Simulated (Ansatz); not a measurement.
Worked example: self-consistent single point of TaAl3 (I4/mmm, 4 atoms in the cell) in Ansatz (a quantum-chemistry and plane-wave program).

Method of the run: LDA (PW92), default PAW files made with PBE (plane waves; Ansatz).

```
TaAl3
1.0
   -1.91710     1.91710     4.25129
    1.91710    -1.91710     4.25129
    1.91710     1.91710    -4.25129
Ta Al
1 3
Direct
  0.00000   0.00000   0.00000
  0.50000   0.50000   0.00000
  0.75000   0.25000   0.50000
  0.25000   0.75000   0.50000
```

Reference input (self-consistent single point, DFT, PBEsol, plane waves, default PAW files made with PBE): basis.ecutwfc = 30.9 Ry; kpoints.mp_grid.grid = 11 11 11; hamiltonian.xc = pbesol; hamiltonian.pseudopotentials = {kind: paw} (the program's default PAW files); scf.occupations.method = gaussian; scf.occupations.width = 0.0073 Ry. This run's input differs from it in these lines:

Ansatz 0.2 input:
```diff
@@ -16,3 +16,3 @@
 hamiltonian:
-  xc: pbesol
+  xc: lda
   pseudopotentials:
```

Output (repeated stretches shortened):

```
SCF iter   1: F=—  HF=-11222.556797 eV  |F-HF|=—  |Δ(HF+E_count)|=         —  Δρ=5.96e-3  dr2=4.18e-2  ethr=1.77e-3  ⟨swp⟩=5.6  Hψ=11211  notcnv=0
all-band conjugate gradients solve this SCF's bands
preconditioner: auto → Kerker (q_TF=auto, 2.293 Å⁻¹)
SCF iter   2: F=—  HF=-11222.548878 eV  |F-HF|=—  |Δ(HF+E_count)|=   7.92e-3  Δρ=2.58e-3  dr2=4.70e-3  ethr=1.90e-4  ⟨swp⟩=1.1  Hψ=2914  notcnv=0
SCF iter   3: F=—  HF=-11222.547790 eV  |F-HF|=—  |Δ(HF+E_count)|=   1.09e-3  Δρ=8.89e-4  dr2=4.73e-4  ethr=2.14e-5  ⟨swp⟩=2.0  Hψ=2261  notcnv=0
SCF iter   4: F=—  HF=-11222.547652 eV  |F-HF|=—  |Δ(HF+E_count)|=   1.38e-4  Δρ=1.25e-4  dr2=1.45e-5  ethr=2.15e-6  ⟨swp⟩=2.4  Hψ=2721  notcnv=0
SCF iter   5: F=—  HF=-11222.547648 eV  |F-HF|=—  |Δ(HF+E_count)|=   4.67e-6  Δρ=1.97e-5  dr2=3.40e-7  ethr=6.59e-8  ⟨swp⟩=2.0  Hψ=2603  notcnv=0
SCF iter   6: F=-11222.547648 eV  HF=-11222.547648 eV  |F-HF|=2.31e-10  |Δ(HF+E_count)|=   6.64e-8  Δρ=2.03e-6  dr2=1.97e-9  ethr=4.55e-10  ⟨swp⟩=5.1  Hψ=8627  notcnv=0
SCF 1 converged in 6 iterations: F = -11222.547648 eV  dr2 = 1.97e-9
Free energy (F): -11222.547648 eV
Internal energy: -11222.544616 eV  (E = F + TS)
E sigma→0 (E₀):  -11222.546132 eV
Entropy (-TS):   -0.003032 eV (-0.758 meV/atom)
Fermi energy:    11.636014 eV
--- Forces (eV/Å), atoms counted from 1 ---
  atom   1  Ta     0.00000000    -0.00000000    -0.00000000
   [... zero for the other atoms too ...]
--- Stress (GPa, compression-positive) ---
       -4.004808       0.000000       0.000000
        0.000000      -4.004808      -0.000000
        0.000000       0.000000      -3.281282
  P = ⅓ Tr σ = -3.7636 GPa (-37.636 kbar)
  The stress holds the Pulay correction. Without it, at fixed plane waves, as pw.x and ABINIT print it: P = -3.8278 GPa
```

The run converged in 6 iterations. Against the reference run the pressure goes from -0.39 to -3.76 GPa.

The starting cell comes from a database of computed structures (which also holds hypothetical and non-ambient phases and stackings), without a prior relaxation at this level. Spin polarisation is off. With a pressure of about -4 GPa the cell is away from its equilibrium volume at this level. Ansatz's pressure includes its estimate of the finite-basis (Pulay) stress.
